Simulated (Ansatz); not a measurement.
Start from PbS in the rock salt structure (space group Fm-3m, No. 225; a = 5.903 Å). Axes: x, y, z lie along the cube axes.

All numbers come from plane-wave PAW DFT at the PBEsol level (Ansatz, a quantum-chemistry and plane-wave program, 420 eV), without spin-orbit coupling.

Strains are applied to the cell and any free atomic positions relax.

One change was made to it. Results:

| quantity | base | after |
|---|---|---|
| pressure (mean of the normal stresses, compression positive) | 0.0 GPa | 0.0 GPa |
| energy relative to the base (free energy F) | 0 meV/atom | +2.5 meV/atom |
| band gap | 0.19 eV | zero |

**Question.** Name the change that was made.
A) tensor shear ε_xy = +0.86 %
B) tensor shear ε_xy = +2.00 %
C) tensor shear ε_xy = +1.14 %
D) tensor shear ε_xy = +1.43 %

**Answer.** B, tensor shear ε_xy = +2.00 %. For comparison, the band gap in the other runs: tensor shear ε_xy = +0.86 % gives 0.11 eV; tensor shear ε_xy = +1.43 % gives 0.05 eV; tensor shear ε_xy = +1.14 % gives 0.08 eV.

The mesh was chosen for an insulator and is coarse for the gapless case. With Pb present, leaving out spin-orbit coupling can change the band edges. Whether these cells are dynamically stable was not tested. The final runs are not spin-polarised. The zero or small gap of PbS can change with the level of theory.
